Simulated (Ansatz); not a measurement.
Levels about the gap of amorphous Hf36O72H4 (112 atoms in a cell of 1509 Å³, 8.34 g/cm³; zone centre alone, so wide bands show as single levels with stretches between that a denser mesh fills), at the geometry that PBE relaxed, where it gives 0.1 GPa on a denser mesh. The participation number counts the atoms over which a state spreads; weights are charges in smoothed Voronoi cells. The levels come from a single point, so bond lengths are those of that geometry. Method of the levels: r2SCAN, scalar-relativistic without spin-orbit coupling (Ansatz, a first-principles code). Sampling: the zone centre alone; Fermi-Dirac width 0.01 eV; collinear spin, started from moments on atoms (the moments died out). The usual formal charges leave 4 electrons over, so the level spacing at the Fermi energy parts defect or band states and needn't be the band gap. At PBE the levels at the filled edge of the gap are localised (band-tail or defect states), and the nearest spread-out levels lie 4.0 eV apart at the zone centre.

The cell was made by melting and quenching with the CHGNet potential and then relaxed with DFT. O atoms were pushed apart under 1.9 Å during the dynamics, to hinder bonds among them. The hot cell started wider than the set density and was brought back towards it in steps. It is the lowest in DFT energy of 8 quenches. It is a model cell: composition and starting density were chosen by hand, and all elements were melted together. No dispersion term was used. Its density started from a set value of 8.15 and ended at 8.34 g/cm³. The simulated quench (nominally 810 K/ps over its main leg) is rapid and tends to freeze in more defects than a deposited or slowly cooled glass has. One small periodic cell is one sample of the glass; other quenches scatter about these values. Volume and shape were free in the relaxation.

```csv
"E - E(highest filled), eV",filling,spin,participation number,largest on,weight O,weight Hf,weight H
-2.80,filled,up,9.1,"O, 2 neighbours",0.94,0.06,0.00
-2.77,filled,dn,6.2,"O, 2 neighbours",0.93,0.06,0.00
-2.77,filled,up,6.2,"O, 2 neighbours",0.93,0.06,0.00
-0.13,filled,up,4.8,"Hf, 4 neighbours",0.32,0.68,0.00
-0.13,filled,dn,4.8,"Hf, 4 neighbours",0.32,0.68,0.00
0.00,filled,dn,9.3,"Hf, 6 neighbours",0.37,0.63,0.00
0.00,filled,up,9.3,"Hf, 6 neighbours",0.37,0.63,0.00
1.50,empty,up,21.8,"Hf, 7 neighbours",0.37,0.63,0.00
1.50,empty,dn,21.8,"Hf, 7 neighbours",0.37,0.63,0.00
1.52,empty,dn,23.2,"Hf, 4 neighbours",0.38,0.62,0.00
1.52,empty,up,23.2,"Hf, 4 neighbours",0.38,0.62,0.00
1.81,empty,dn,37.2,"Hf, 6 neighbours",0.39,0.60,0.01
1.81,empty,up,37.2,"Hf, 6 neighbours",0.39,0.60,0.01
1.88,empty,dn,30.3,"Hf, 6 neighbours",0.39,0.60,0.01
```

Most localised among these is the filled level at -0.13 eV, on a Hf atom, which has 4 neighbours (O 1.98 Å, O 2.05 Å, O 2.11 Å, O 2.16 Å).
